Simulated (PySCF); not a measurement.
PySCF 2.14.0, WB97X/def2-svp, df: Cr(NH)2(OH)(NH2) ([NH]=[Cr](=[NH])([NH2])[OH]), 10 atoms. The geometry is a generated start, not checked to be a minimum at this level.

| Quantity | Result |
|---|---|
| task | energy |
| method | wb97x |
| basis | def2-svp |
| two-electron scheme | density fitting |
| mol.max_memory | 3000 MB |
| mf.max_cycle | 100 |
| mf.conv_tol | 1e-09 (default) |
| mf.grids.level | 3 (default) |
| basis functions | 112 |
| grid points | 125736 |

```xyz
10

Cr    -0.0882     0.1328    -0.2179
N     -1.5563    -0.5902    -0.3047
H     -2.3865    -1.1092    -0.5621
N      0.9800    -0.4035    -1.3381
H      1.4659    -0.7973    -2.1343
O     -0.2195     1.8501    -0.2173
H     -0.4757     2.7611    -0.3557
N      0.6086    -0.4772     1.3719
H      1.5944    -0.6359     1.5586
H      0.0773    -0.7307     2.1995
```

Charge 0 and multiplicity 1 are set for this test and not shown to be the ground state.

With the defaults (mf.DIIS = CDIIS, mf.diis = true, mf.init_guess = minao, mf.diis_space = 8, mf.damp = 0, mf.diis_start_cycle = 1, mf.level_shift = 0) it converges in 18 Fock builds. One run each on 2 threads, 1 BLAS thread, with these changes:
- mf.diis = false
- mf.init_guess = 1e
- mf.diis_space = 5
- mf.init_guess = atom
- mf.level_shift = 1 Hartree
- mf.init_guess = sap
- mf.init_guess = huckel
- mf.diis = false, mf.damp = 0.7, mf.diis_start_cycle = 999
- mf.DIIS = EDIIS

### Question
Which runs fail or end elsewhere than the default run?

### Answer
No convergence: mf.DIIS = EDIIS; mf.diis = false (the run ends without SCF convergence in 100 cycles). The rest reach the solution of the defaults.

```csv
setting,Fock builds,end
mf.init_guess = atom,17,same solution
the defaults,18,same solution
mf.init_guess = sap,18,same solution
mf.init_guess = huckel,20,same solution
mf.diis_space = 5,22,same solution
mf.init_guess = 1e,23,same solution
mf.level_shift = 1 Hartree,34,same solution
"mf.diis = false, mf.damp = 0.7, mf.diis_start_cycle = 999",59,same solution
mf.DIIS = EDIIS,101,no convergence
mf.diis = false,101,no convergence
```
